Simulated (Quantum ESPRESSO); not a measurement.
Troubleshooting Quantum ESPRESSO: a failed run on K₃SbI₆ (Fm-3m, 10 atoms in the cell). The aim is a self-consistent single point with DFT, PBEsol, plane waves, PseudoDojo standard norm-conserving (PBESOL) pseudopotentials.

Cell that was meant: a = 8.8450 Å, b = 8.8450 Å, c = 8.8450 Å, α = 60.00°, β = 60.00°, γ = 60.00°.

Part of the input:

```fortran
I     0.2370700000    0.2370700000    0.7629300000
I     0.7629300000    0.7629300000    0.2370700000
K_POINTS automatic
2 2 2
```

Log, with long lists cut:

```
     This program is part of the open-source Quantum ESPRESSO suite
     for quantum simulation of materials; please cite

 %%%%%%%%%%%%%%%%%%%%%%%%%%%%%%%%%%%%%%%%%%%%%%%%%%%%%%%%%%%%%%%%%%%%%%%%%%%%%%
     Error in routine card_kpoints (1):
      end of file while reading automatic k points
 %%%%%%%%%%%%%%%%%%%%%%%%%%%%%%%%%%%%%%%%%%%%%%%%%%%%%%%%%%%%%%%%%%%%%%%%%%%%%%

     stopping ...
```

Question: From the messages shown, name the fault and mend the input.

Answer: The fault is an automatic mesh without its three shifts. The card takes six integers. To fix it, add the shifts. The program stopped before any SCF iteration.

An input that runs soundly differs in these lines (not the only fix; some lines may just follow from the change or write a value another way):
```diff
-2 2 2
+2 2 2  0 0 0
```

With that input, the run converged in 10 iterations: free energy E − TS -7042.2093 eV; top of the valence band (on the code's own zero) 1.67 eV; gap on the k-point mesh 2.34 eV; pressure -0.01 GPa; largest force (vector length) 0.077 eV/Å (DFT, PBEsol, plane waves, PseudoDojo standard norm-conserving (PBESOL) pseudopotentials).

On the sound input: the starting cell comes from a database of computed structures (which also holds hypothetical and non-ambient phases and stackings), without a prior relaxation at this level. Its lattice was rescaled by a random factor within 2.5 % of one. Spin-orbit coupling is off.
